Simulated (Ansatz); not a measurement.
ZnS (model structure, started from the NiAs type, P6₃/mmc, No. 194, 4 atoms in the cell)

These are r²SCAN (plane waves, PAW; Ansatz, a program for electronic structure) values and carry that method's errors.

Settings: plane-wave cutoff 560 eV, 12×12×8 k mesh (along the axes of the cell as run), Fermi–Dirac smearing 0.01 eV, scalar-relativistic PAW data made under PBE.

Cell (relaxed at this level):

```cif
data_S2Zn2
_chemical_formula_sum 'Zn2 S2'
_space_group_name_H-M_alt 'P63/mmc'
_space_group_IT_number 194
_space_group_name_Hall '-P 6c 2c'
_cell_length_a 3.58973
_cell_length_b 3.58973
_cell_length_c 5.87985
_cell_angle_alpha 90.000
_cell_angle_beta 90.000
_cell_angle_gamma 120.000
loop_
_atom_site_label
_atom_site_type_symbol
_atom_site_symmetry_multiplicity
_atom_site_Wyckoff_symbol
_atom_site_fract_x
_atom_site_fract_y
_atom_site_fract_z
_atom_site_occupancy
Zn1 Zn 2 a 0.00000 0.00000 0.00000 1
S1 S 2 c 0.33333 0.66667 0.25000 1
```

For ZnS (model structure, started from the NiAs type, P6₃/mmc, No. 194, 4 atoms in the cell), the band gap is 0.82 eV (indirect) and the smallest direct gap on the k points sampled is 2.38 eV.

Note: the relaxation could raise the start's symmetry but not lower it, so the cell can be a saddle point.

Computed values are for the static lattice.

Computing time: around 18 core-seconds (rough).

A model structure was made by putting elements into a prototype or built by hand; it is no filed structure, need not be a known phase, and can be a saddle point held by its symmetry.
